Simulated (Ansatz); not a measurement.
# 4H silicon carbide: the defect Al_Si+N_C

Calculation: PBE, PAW (plane waves to 420 eV; Ansatz, a first-principles code). Set-up: 96-site cell; 2×2×2 shifted k-points; start: the Si(h) site; C(h) 1.90 Å away, along c; not converged in cell size; relaxed from one start, so a lower configuration may exist; flagged in the runs: a host whose relaxation on this sampling wasn't shown to rest.

Neighbours after relaxation, in Å: of the Al atom: C 1.97, C 1.97, C 1.97, N 2.02; of the N atom: Si 1.87, Si 1.88, Si 1.88, Al 2.02.

```json
[
 {"charge": "0", "moment (μB)": "not spin-polarised", "largest move off a lattice site (Å)": "0.10"}
]
```

Flagged in the runs: a host whose relaxation on this sampling wasn't shown to rest.

All states together cost roughly 10 core-minutes.
